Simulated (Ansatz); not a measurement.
Take TiN in the rock salt structure (space group Fm-3m, No. 225) as the base.

```yaml
crystal:
  lattice:
    - [0.00000, 2.11625, 2.11625]
    - [2.11625, 0.00000, 2.11625]
    - [2.11625, 2.11625, 0.00000]
  atoms:
    - { symbol: N, position: [0.00000, 0.00000, 0.00000] }
    - { symbol: Ti, position: [0.50000, 0.50000, 0.50000] }
```

Cartesian axes are those of the cell as printed.

Calculations: plane-wave PAW DFT at the r2SCAN level (Ansatz, a first-principles code, 500 eV), spin-orbit coupling left out.

Base values:

- Pressure: 0.0 GPa
- Shortest interatomic distance: 2.116 Å

Perturbation: the symmetric strain tensor [-0.0076 0.0110 0.0009; 0.0110 -0.0070 0.0078; 0.0009 0.0078 0.0236], atoms relaxed at fixed cell.

Question: Predict the new pressure.

Answer: The pressure (mean of the normal stresses, compression positive) goes from zero to -1.9 GPa.

Question: What does the calculation give for the shortest interatomic distance after the change?

Answer: The shortest interatomic distance falls by 0.016 Å, from 2.116 Å to 2.100 Å.

Question: Estimate the effect on the energy relative to the base.

Answer: The energy rises by 13 meV/atom.

Without a gap, meshes like the base's 19×19×19 leave anisotropic stresses uncertain by several tenths of a GPa, and small strain energies with them. No phonon test of stability was made. All final runs are without spin polarisation. An odd electron count without spin: TiN.
